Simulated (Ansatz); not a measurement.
**Pt under a change: uniaxial strain ε_xx = +0.29 %**

The parent structure is Pt in the fcc (Cu type) structure (space group Fm-3m, No. 225; a = 3.972 Å; relaxed with 0.1 eV smearing). Axes: x, y, z lie along the cube axes.

Now apply this change: uniaxial strain ε_xx = +0.29 %, all other strain components held at zero, atoms relaxed at fixed cell.

Computed with DFT with PBE, PAW potentials and a 420 eV plane-wave cutoff in Ansatz (a program for electronic structure), without spin-orbit coupling, earlier PAW set. Settings: 28×28×28 k-points, 0.1 eV Fermi–Dirac smearing.

| quantity | base | changed | shift |
|---|---|---|---|
| volume per atom | 15.66 Å³ | 15.71 Å³ | +0.05 Å³ |
| space group | Fm-3m (No. 225) | I4/mmm (No. 139) | – |
| shortest interatomic distance | 2.809 Å | 2.809 Å | 0.000 Å |
| energy relative to the base (free energy F) | 0 meV/atom | +0.1 meV/atom | +0.1 meV/atom |
| pressure (mean of the normal stresses, compression positive) | 0.0 GPa | -0.7 GPa | -0.7 GPa |
| band gap | zero | zero | – |
| stress (xx, yy, zz, yz, xz, xy; compression positive) | – | (-0.9, -0.6, -0.6, 0.0, 0.0, 0.0) GPa | – |

Final structure:

```xyz
1
Lattice="0.0000 1.9859 1.9859 1.9917 0.0000 1.9859 1.9917 1.9859 0.0000" Properties=species:S:1:pos:R:3 pbc="T T T"
Pt     0.0000     0.0000     0.0000
```

Cost of the whole job for the changed cell (relaxation, final SCF and bands): roughly 60 core-seconds.

Whether these cells are dynamically stable was not tested. All final runs are without spin polarisation.
